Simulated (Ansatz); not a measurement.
The starting structures come from a database of crystals and need not be the phases stable at ambient conditions.

 Where the default PAW files enter, the runs use the earlier of Ansatz's two default sets.

The decay constant κ of evanescent states in the gap governs leakage through a thin film.

Input:

```xyz
10
Lattice="5.5946 0.0000 0.0000 0.0000 5.5946 0.0000 2.7973 -2.7973 4.0530" Properties=species:S:1:pos:R:3 pbc="T T T"
Sr     2.7973     0.0000     2.0265
Sr     5.5946     2.7973     2.0265
Ga     0.0000     0.0000     0.0000
Sb     2.7973     2.7973     0.0000
O      1.1640     3.9644     0.0000
O      4.4306     1.6302     0.0000
O      4.4275    -1.6333     4.0530
O      3.9644     4.4306     0.0000
O      2.7973     2.7973     2.0096
O      5.5946     0.0000     2.0434
```

Space group of this cell: I4/m. The cell is taken as given; by PBEsol its mean pressure is -5.9 GPa.

Transport runs along the normal of the first two printed cell vectors, the (001) plane of the conventional cell.

The gap is the functional's own. No spin-orbit coupling. Mid-gap values are interpolated on the energy grid.

**Question.** Predict the band gap and the smallest decay constant κ at mid-gap from PBEsol in Ansatz (a quantum-chemistry and plane-wave program).

**Answer.** Gap 1.26 eV on a 8×8×8 mesh; κ = 0.192 1/Å, at the zone centre.
